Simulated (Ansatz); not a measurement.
Start from WSi2 (space group I4/mmm, No. 139; a = 3.185 Å, c = 7.773 Å; relaxed with 0.1 eV smearing). Axes: x, y, z lie along a, b, c of the conventional cell.

Structures relaxed with plane-wave PAW DFT at the LDA level (Ansatz, a program for electronic structure, 420 eV), no spin-orbit coupling.

Base:

Simulated powder pattern, Cu Kα1, λ = 1.54056 Å (kinematic, ideal powder, no thermal factors, no anomalous dispersion; the 10 strongest lines at most, above 2 %, up to 2θ = 90°):

```csv
2θ (°),I/Imax (%),hkl
22.86,50,(002)
30.30,100,(101)
40.00,59,(110)
45.07,84,(103)
46.57,33,(112)
57.85,20,(200)
63.02,14,(202)
66.70,23,(211)
76.21,37,(213)
86.61,14,(116)
```

After one change:

Simulated powder pattern, Cu Kα1, λ = 1.54056 Å (kinematic, ideal powder, no thermal factors, no anomalous dispersion; the 10 strongest lines at most, above 2 %, up to 2θ = 90°):

```tsv
2θ (°)	I/Imax (%)
23.09	46
29.57	100
38.78	60
44.80	80
45.62	33
56.01	21
61.38	14
64.61	24
74.42	37
86.64	13
```

Problem. What was done to the base?
A) biaxial strain +3.00 %, plane normal [001], relaxed out of plane
B) biaxial strain −1.00 %, plane normal [001], relaxed out of plane
C) biaxial strain +1.50 %, plane normal [001], relaxed out of plane
D) biaxial strain +2.50 %, plane normal [001], relaxed out of plane

Solution. A, biaxial strain +3.00 %, plane normal [001], relaxed out of plane. Its volume per atom is 13.81 Å³ against 13.14 Å³, and its space group is I4/mmm (No. 139).

Whether these cells are dynamically stable was not tested. The final runs are not spin-polarised.
